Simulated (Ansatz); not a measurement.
Consider the following.

End structure of Li on the 1x1 (111) surface of fcc Ag, one in a 2x2 cell, started at the site 'hollow Ag-Ag-Ag over Ag at depth 2.4 Å':

```xyz
17
Lattice="5.8668 0.0000 0.0000 -2.9334 5.0808 0.0000 0.0000 0.0000 26.5000" Properties=species:S:1:pos:R:3 pbc="T T T"
Ag     0.0000     1.6936     9.6916
Ag    -1.4667     4.2340     9.6916
Ag     2.9334     1.6936     9.6916
Ag     1.4667     4.2340     9.6916
Ag     1.4667     0.8468    12.0709
Ag     0.0000     3.3872    12.0709
Ag     4.4001     0.8468    12.0709
Ag     2.9334     3.3872    12.0709
Ag     0.0000     0.0000    14.4168
Ag    -1.4738     2.5363    14.4343
Ag     2.9334     0.0082    14.4343
Ag     1.4738     2.5363    14.4343
Ag     0.0000     1.7072    16.8028
Ag    -1.4549     4.2272    16.8028
Ag     2.9334     1.6936    16.9153
Ag     1.4549     4.2272    16.8028
Li     0.0000     0.0000    18.8246
```

Set-up: 17 atoms, 7.1 Å thick at the start under the adsorbate (thin: gaps and levels are the slab's own); mesh 6x6x1; 0.1 eV smearing; dipole correction on; 8 atoms held, the rest relaxed; start symmetry kept, larger cells not searched; no spin, no spin-orbit, no U, no dispersion correction. At the end it is bonded to 3 Ag. In PBE it is, or lies within 0.03 eV of, the lowest of the starts that converged.

A negative adsorption energy means that the adsorbate is more stable on the surface than in its reference.

Question: Give the adsorption energy against an atom of bcc Li at the level PBE run with Ansatz (an electronic-structure program).

Answer: -0.20 eV

Question: Estimate the change of the step from the bottom to the top vacuum level, against the clean slab that PBE returns for this input.

Answer: -2.11 eV

Question: What is the computed change of the work function (PBE)?

Answer: -2.21 eV

Question: What work function of the top face does PBE give?

Answer: 2.23 eV
